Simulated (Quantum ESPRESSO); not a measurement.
A self-consistent single point of MgSiH2O4 (P1, 8 atoms in the cell) with Quantum ESPRESSO.

Level of theory: LDA (PZ), GBRV 1.5 ultrasoft (LDA) pseudopotentials (plane waves; Quantum ESPRESSO).

The change in words: lattice scaled by 0.98. Reference geometry:
```
CELL_PARAMETERS angstrom
      4.28268     0.00000     0.00000
      0.00000     2.85633     0.00000
     -0.26366     0.00000     4.77038
ATOMIC_POSITIONS crystal
  Mg 0.49415 0.48569 0.50745
  Si 0.00067 0.01623 0.01534
  H  0.00043 0.99369 0.50070
  H  0.50068 0.50368 0.98754
  O  0.81210 0.01566 0.67461
  O  0.19434 0.99845 0.31749
  O  0.74041 0.48627 0.11640
  O  0.25722 0.50033 0.88048
```

Reference input (self-consistent single point, DFT, LDA (PZ), plane waves, GBRV 1.5 ultrasoft (LDA) pseudopotentials): ecutwfc = 40 Ry; ecutrho = 200 Ry; occupations = fixed; K_POINTS = automatic 5 8 5 0 0 0; nbnd = 24; conv_thr = 1e-10 Ry; mixing_beta = 0.4. This run's input differs from it in these lines:

```diff
@@ -28,10 +28,10 @@
 ATOMIC_POSITIONS {bohr}
-Mg    3.746337533    2.621616083    4.574514499
-Si   -0.002219626    0.087588176    0.138267619
-H    -0.246002692   -0.034064768    4.513629148
-H     4.058258005    2.718720371   -0.112332299
-O     6.236290970    0.084506100    6.081413392
-O     1.414594611   -0.008361008    2.862053177
-O     5.934229553    2.624752136    1.049276164
-O     1.643053237    2.700605753    7.937316776
+Mg    3.671410274    2.569183394    4.483023806
+Si   -0.002175238    0.085836401    0.135502255
+H    -0.241082771   -0.033383467    4.423356168
+H     3.977092470    2.664345583   -0.110085643
+O     6.111564358    0.082815967    5.959784589
+O     1.386302487   -0.008193787    2.804811861
+O     5.815544372    2.572256725    1.028290549
+O     1.610191745    2.646593259    7.778569742
 K_POINTS {automatic}
@@ -39,5 +39,5 @@
 CELL_PARAMETERS {angstrom}
-   4.282680000     0.000000000     0.000000000
-   0.000000000     2.856330000     0.000000000
-  -0.263657000     0.000000000     4.770379000
+   4.197026000     0.000000000     0.000000000
+   0.000000000     2.799203000     0.000000000
+  -0.258384000     0.000000000     4.674971000
```

Output, abridged:

```
     Self-consistent Calculation

     iteration #  1     ecut=    40.00 Ry     beta= 0.40

---- Real-time Memory Report at c_bands before calling an iterative solver
           116 MiB given to the printing process from OS
            84 MiB allocation reported by mallinfo(arena+hblkhd)
------------------

     total energy              =    -266.58927789 Ry
     estimated scf accuracy    <       1.08710703 Ry

     iteration #  2     ecut=    40.00 Ry     beta= 0.40

---- Real-time Memory Report at c_bands before calling an iterative solver
           197 MiB given to the printing process from OS
   [... lines left out ...]

---- Real-time Memory Report at c_bands before calling an iterative solver
           202 MiB given to the printing process from OS
           118 MiB allocation reported by mallinfo(arena+hblkhd)
------------------

     total energy              =    -266.80526282 Ry
     estimated scf accuracy    <          2.3E-10 Ry

     iteration # 12     ecut=    40.00 Ry     beta= 0.40

---- Real-time Memory Report at c_bands before calling an iterative solver
           202 MiB given to the printing process from OS
           118 MiB allocation reported by mallinfo(arena+hblkhd)
------------------
     End of self-consistent calculation

     highest occupied, lowest unoccupied level (ev):     7.5161   13.0529

!    total energy              =    -266.80526282 Ry
     estimated scf accuracy    <          9.3E-12 Ry

     convergence has been achieved in  12 iterations

     Forces acting on atoms (cartesian axes, Ry/au):

     atom    1 type  1   force =     0.01209650    0.01610755   -0.01086990
     atom    2 type  2   force =    -0.03516003   -0.01056738   -0.13401367
     atom    3 type  3   force =    -0.01570531    0.00482409    0.02140750
     atom    4 type  3   force =    -0.00579690   -0.00488462    0.01243649
     atom    5 type  4   force =    -0.04130029   -0.02352720   -0.01011001
     atom    6 type  4   force =     0.07981533   -0.01001967    0.10243034
   [... lines left out ...]

     Total force =     0.248199     Total SCF correction =     0.000006

          total   stress  (Ry/bohr**3)                   (kbar)     P=       85.64
   0.00077193  -0.00008888   0.00077291          113.56      -13.08      113.70
  -0.00008888  -0.00000328   0.00005045          -13.08       -0.48        7.42
   0.00077291   0.00005045   0.00097785          113.70        7.42      143.85

   JOB DONE.
```

The run converged in 12 iterations. Against the reference run the free energy rises by 3.5 meV/atom, the pressure goes from -5.44 to 8.56 GPa, the largest force goes from 2.984 to 3.573 eV/Å and the gap on the mesh goes from 4.860 to 5.537 eV.

The starting cell comes from a database of computed structures (which also holds hypothetical and non-ambient phases and stackings), without a prior relaxation at this level. Its atoms were displaced at random from the sites of space group no. 10. For this run, on top of that: lattice scaled by 0.98. With a pressure of about 9 GPa the cell is away from its equilibrium volume at this level. Forces in this geometry exceed 1 eV/Å.

Cost on one core of a shared machine: roughly 40 s.
